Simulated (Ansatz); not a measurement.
Consider Cu in the fcc (Cu type) structure (space group Fm-3m, No. 225; a = 3.563 Å; relaxed with 0.1 eV smearing). Axes: x, y, z lie along the cube axes.

Structures relaxed with Kohn–Sham DFT with the PBEsol functional, run in Ansatz (a first-principles code) with PAW and 420 eV plane waves, scalar-relativistic without spin-orbit coupling, earlier PAW set.

Base:

Simulated powder pattern, Cu Kα1, λ = 1.54056 Å (kinematic, ideal powder, no thermal factors, no anomalous dispersion; the 8 strongest lines at most, above 2 %, up to 2θ = 90°):

```tsv
2θ (°)	I/Imax (%)	hkl
43.98	100	(111)
51.23	47	(200)
75.38	26	(220)
```

After one change:

Simulated powder pattern, Cu Kα1, λ = 1.54056 Å (kinematic, ideal powder, no thermal factors, no anomalous dispersion; the 8 strongest lines at most, above 2 %, up to 2θ = 90°):

| 2θ (°) | I/Imax (%) |
|---|---|
| 41.55 | 100 |
| 48.36 | 47 |
| 70.80 | 27 |
| 85.57 | 31 |

Name the change that was made.
(A) uniaxial strain ε_zz = +1.31 %
(B) isotropic strain +5.55 %
(C) tensor shear ε_yz = −1.53 %
(D) biaxial strain −3.51 %, plane normal [111], relaxed out of plane

B, isotropic strain +5.55 %. Its volume per atom is 13.30 Å³ against 11.31 Å³, and its space group is Fm-3m (No. 225).

Whether these cells are dynamically stable was not tested. The final runs are not spin-polarised.
